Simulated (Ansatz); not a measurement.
Levels about the gap of amorphous hafnium silicate (Si$_{20}$O$_{47}$Hf$_{4}$) (71 atoms in a cell of 1053 Å³, 3.20 g/cm³; zone centre alone, so wide bands show as single levels with stretches between that a denser mesh fills), at the geometry that PBE relaxed, where it gives 2.4 GPa on a denser mesh. Exact exchange is cut at the faces of this small cell, which leaves a finite-size error. The participation number counts the atoms over which a state spreads; weights are charges in smoothed Voronoi cells. The levels come from a single point, so bond lengths are those of that geometry. Method of the levels: HSE06, scalar-relativistic without spin-orbit coupling (Ansatz, an electronic-structure program). Sampling: the zone centre alone; Fermi-Dirac width 0.01 eV; collinear spin, started from moments on atoms (the moments died out). The usual formal charges leave 2 electrons over, so the level spacing at the Fermi energy parts defect or band states and needn't be the band gap. At PBE the levels at both edges of the gap are localised (band-tail or defect states), and the nearest spread-out levels lie 5.5 eV apart at the zone centre. With spare charge at the zone centre alone, a hybrid can open a spacing that a denser mesh would close.

It comes from a melt-quench run on a machine-learned potential (CHGNet), relaxed afterwards by DFT. O atoms were pushed apart under 1.9 Å during the dynamics, to hinder bonds among them. The hot cell started wider than the set density and was brought back towards it in steps. It is the lowest in DFT energy of 4 quenches. It is a model cell: composition and starting density were chosen by hand, and all elements were melted together. No dispersion term was used. Its density started from a set value of 3.20 and ended at 3.20 g/cm³. Cooling (nominally 480 K/ps over its main leg) ran many orders faster than in experiment, which tends to leave more defects and strain. One small periodic cell is one sample of the glass; other quenches scatter about these values. The volume was held where the preparation left it, at a PBE pressure of 2.4 GPa. Stress components on the final sampling reach 4.4 GPa. Cycles of charging lowered its energy after that relaxation.

```
E - E(highest filled), eV  filling  spin  participation number        largest on  weight O  weight Hf  weight Si
-------------------------  -------  ----  --------------------  ----------------  --------  ---------  ---------
-2.99                       filled    up                  10.7   O, 2 neighbours      0.95       0.02       0.03
-2.69                       filled    dn                   2.7   O, 2 neighbours      0.93       0.04       0.03
-2.69                       filled    up                   2.7   O, 2 neighbours      0.93       0.04       0.03
-2.50                       filled    dn                   3.2   O, 2 neighbours      0.95       0.02       0.02
-2.50                       filled    up                   3.2   O, 2 neighbours      0.95       0.02       0.02
0.00                        filled    dn                   4.2  Si, 3 neighbours      0.42       0.07       0.51
0.00                        filled    up                   4.2  Si, 3 neighbours      0.42       0.07       0.51
3.73                         empty    up                   8.5  Hf, 6 neighbours      0.37       0.51       0.12
3.73                         empty    dn                   8.5  Hf, 6 neighbours      0.37       0.51       0.12
3.74                         empty    up                   8.8  Hf, 5 neighbours      0.39       0.44       0.17
3.74                         empty    dn                   8.8  Hf, 5 neighbours      0.39       0.44       0.17
3.97                         empty    dn                  18.6  Hf, 6 neighbours      0.57       0.29       0.14
3.97                         empty    up                  18.6  Hf, 6 neighbours      0.57       0.29       0.14
4.26                         empty    up                   9.6  Hf, 6 neighbours      0.42       0.51       0.06
```

Most localised among these is the filled level at -2.69 eV, on a O atom, which has 2 neighbours (Si 1.63 Å, Hf 2.05 Å).
